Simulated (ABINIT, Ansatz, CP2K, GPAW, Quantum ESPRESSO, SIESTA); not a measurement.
**Code comparison for Tl (P6_3/mmc, 4 atoms in the cell)**

Self-consistent single point.

```xyz
4
Lattice="3.4767 0.0000 0.0000 -1.7384 3.0109 0.0000 0.0000 0.0000 11.1631" Properties=species:S:1:pos:R:3 pbc="T T T"
Tl     0.0000     0.0000     0.0000
Tl     0.0000     0.0000     5.5815
Tl     0.0000     2.0073     2.7908
Tl     1.7384     1.0036     8.3723
```

All programs got the same cell, k-point mesh and kind of occupations (in Ansatz's words: kpoints.mp_grid.grid = 7 7 2; scf.occupations.method = gaussian; scf.occupations.width = 0.05 eV); potentials, basis and cutoffs are each program's usual ones.

| code | model | pressure (GPa) | k-points | cutoff |
|---|---|---|---|---|
| SIESTA | GGA PBE, numerical atomic orbitals DZP, PseudoDojo PBE standard norm-conserving potentials (rewritten from UPF to PSML) | 2.11 | 53 | grid 400 Ry |
| ABINIT | PBE, norm-conserving pseudopotentials (PseudoDojo nc-sr-05 PBE standard) | 2.07 | 16 | 30 Ha |
| Quantum ESPRESSO | PBE, GBRV 1.5 ultrasoft (PBE) pseudopotentials | 0.66 | 16 | 40 Ry |
| CP2K | PBE, GPW, DZVP-MOLOPT-SR-GTH basis, GTH-PBE potentials (GTH_POTENTIALS) | 2.88 | 50 | grid 500 Ry |
| Ansatz | PBE, PAW files | 2.21 | 16 | default |
| GPAW | PBE, GPAW PAW datasets PBE (gpaw-data 1.0.1) | 1.87 | 16 | 600 eV |

The spread over the programs that give each value: pressure within 2.22 GPa.

The starting cell comes from a database of computed structures (which also holds hypothetical and non-ambient phases and stackings), without a prior relaxation at this level. Its lattice was rescaled by a random factor within 2.5 % of one. On Ansatz's run: Spin-orbit coupling is off.

Question: Why do the programs differ, and what cannot be compared?

Answer: Differences of this kind can come from the potentials, where these differ, and from what each basis and cutoff leave unconverged. The zero of total energies and Fermi levels follows the potentials and each program's conventions, so they are not compared here. SIESTA and CP2K use small atom-centred bases, whose incompleteness enters pressures, forces and empty levels differently from a plane-wave cutoff. Ansatz's pressure is given at a fixed set of plane waves, as the other plane-wave codes print theirs. The programs reduce the same mesh by symmetry to different extents, which changes the work and not the result. In the pressure, Quantum ESPRESSO (by 1.31) lies more than 1 GPa from the median of the plane-wave programs.

Left out of this page: Elk and FLEUR (not drawn, or without a comparable value).

Ansatz is a first-principles code.

Keys are those of Ansatz 0.2.
